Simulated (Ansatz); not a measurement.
Here is the system:

```xyz
2
Lattice="0.0000 2.7610 2.7610 2.7610 0.0000 2.7610 2.7610 2.7610 0.0000" Properties=species:S:1:pos:R:3 pbc="T T T"
Be     0.0000     0.0000     0.0000
Te     1.3805     1.3805     1.3805
```

No spin polarisation.

The values are results of PBE (Ansatz, a program for electronic structure, PAW, no SOC), not measurements. k-mesh 10×10×10 (Γ-centred); smearing 0.05 eV (Fermi–Dirac).

**Question.** Estimate the band gap.

**Answer.** 1.84 eV.

**Question.** Predict the space group.

**Answer.** F-43m (No. 216).

**Question.** What is the computed hole mass (degenerate bands, along [100])?

**Answer.** 0.21, 0.31, 0.31 mₑ (at Γ).

Spin-orbit coupling, missing from the scalar runs, can matter with Te. The cells carry an imposed strain or load. Effective masses come from finite differences of ±0.01 Å⁻¹. Stability against distortions was not tested. The cell was made from BeTe in the zinc blende structure (space group F-43m, No. 216) by this change: isotropic strain −2.50 %.
